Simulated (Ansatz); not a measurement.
For BaMoO3 (Pm-3m), PBEsol, DFPT electron-phonon coupling, linearised Boltzmann equation (Ansatz, an electronic-structure program) gives a transport coupling λ_tr = 0.306 and a Drude plasma energy ħω_p = 5.55 eV.

### Question
Estimate the resistivity at 300 K from the high-temperature formula ρ = 2π λ_tr k_B T / (ħ ε₀ ω_p²), and say how the full Boltzmann solution compares.

### Answer
The scattering rate is 1/τ = 2π λ_tr k_B T/ħ = 7.55e13 s⁻¹ and ω_p = 8.43e15 s⁻¹, so ρ ≈ 12.0 μΩ·cm. The Boltzmann solution gives 9.35 μΩ·cm, 0.78 times the estimate; it lies lower because k_BT is not large against the phonon energies and the solution lets the distribution adjust.

A metal at this level (no band gap). Only scattering by harmonic phonons is included (no impurities, grain boundaries, electron-electron scattering or thermal expansion). Spin-orbit coupling is left out. The self-energy correction of the phonons between q points moved λ by 8 %. The squared frequency of the phonon mode least converged on the k mesh is uncertain by 18 %. The run warned that the eigensolver left some states short of its tolerance. Halving the electron mesh (20x20x20) moves the resistivity by up to 3 % at 300 K, the coupling by up to 4 %. Smearing 0.20 eV; phonons on a 4x4x4 q mesh, which this run doesn't test.

Computed structure, not matched to a measured one here, so possibly hypothetical: BaMoO3 (Pm-3m).
